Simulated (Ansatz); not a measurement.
Subject: the energy of the reaction as written. Reaction: 4 cell B + 1/2 O2 (gas) → cell A. Negative: the products are lower in energy.

Cell A: a layer of SnO (P4/nmm), 17 atoms, square cell of 7.67 Å (58.9 Å²), symmetry P4mm within 0.02 Å, 4.0 Å thick under 16 Å of vacuum, in-plane vectors held at the crystal's; planes from bottom to top: Sn4 | O8 | Sn4 | O, its two faces unlike (dipole correction applied); added, foreign or displaced atoms, above the top plane: O bound to 1 Sn at 1.86 Å; spin state with PBE: run without spin, k-point mesh 4×4×1.
```
CELL_PARAMETERS angstrom
      7.67168     0.00000     0.00000
      0.00000     7.67168     0.00000
      0.00000     0.00000    20.17701
ATOMIC_POSITIONS crystal
  O  0.00000 0.00016 0.45246
  O  0.24984 0.25000 0.45246
  Sn 0.00000 0.25000 0.50018
  Sn 0.25546 0.99454 0.39624
  O  0.00000 0.49984 0.45246
  O  0.25044 0.75000 0.45626
  Sn 0.00000 0.75000 0.51628
  Sn 0.25546 0.50546 0.39624
  O  0.50000 0.99956 0.45626
  O  0.75016 0.25000 0.45246
  Sn 0.50000 0.25000 0.51628
  Sn 0.74454 0.99454 0.39624
  O  0.50000 0.50044 0.45626
  O  0.74956 0.75000 0.45626
  Sn 0.50000 0.75000 0.51621
  Sn 0.74454 0.50546 0.39624
  O  0.00000 0.25000 0.59253
```

Cell B: a layer of SnO (P4/nmm), 4 atoms, square cell of 3.84 Å (14.7 Å²), symmetry P4/nmm within 0.02 Å, 2.4 Å thick under 16 Å of vacuum, in-plane vectors held at the crystal's; planes from bottom to top: Sn | O2 | Sn; all atoms within 0.5 Å of the crystal's sites, in a cell too small to show a reconstruction; spin state with PBE: run without spin, k-point mesh 8×8×1.
```yaml
crystal:
  lattice:
    - [3.83584, 0.00000, 0.00000]
    - [0.00000, 3.83584, 0.00000]
    - [0.00000, 0.00000, 18.30524]
  atoms:
    - { symbol: O, position: [0.00000, 0.00000, 0.50000] }
    - { symbol: O, position: [0.50000, 0.50000, 0.50000] }
    - { symbol: Sn, position: [0.00000, 0.50000, 0.56425] }
    - { symbol: Sn, position: [0.50000, 0.00000, 0.43575] }
```

Reference: an isolated O2 molecule (triplet) in a box of 11 × 11 × 13 Å.

Plane-wave PAW calculations with Ansatz (a quantum-chemistry and plane-wave program), its PAW set soft_1, cutoff 420 eV, 500 eV for r2SCAN. The structures are at rest with PBE+D3(BJ), within the held lattices; other levels are single points on them. HSE06 runs on coarser k-point meshes, mended by the PBE difference between the two meshes. Neutral cells; Fermi-Dirac smearing of at most 0.05 eV in the solids, energies taken to zero width. The lattices are those relaxed with PBE+D3(BJ), so at other levels the solids can be strained, which adds to the spread. A dispersion term (D3(BJ), or D4 for r2SCAN) was computed beside these levels and is taken off wherever the name lacks it. Space groups of crystals are read within 0.01 Å. No zero-point or thermal terms. The structures are the rest points that the relaxations reached, not proven lowest. The runs are scalar-relativistic, without spin-orbit coupling. Values are for these cell sizes. Cell A has symmetry P4mm within 0.02 Å and got no random move, so less symmetric positions, which may lie lower, weren't tried.

Task: Give the value at the level PBE+D3(BJ).

Result: -0.52 eV, for 4 cell B + 1/2 O2 (gas) → cell A.

Task: List the value at the remaining levels and say how far they part.

Result: 
```
Level      value (eV)  less PBE+D3(BJ)
---------  ----------  ---------------
PBE             -0.44             0.08
r2SCAN          -0.44             0.08
r2SCAN+D4       -0.48             0.04
HSE06           -0.32             0.20
```

The levels shown span 0.20 eV, from PBE+D3(BJ) (-0.52) to HSE06 (-0.32).
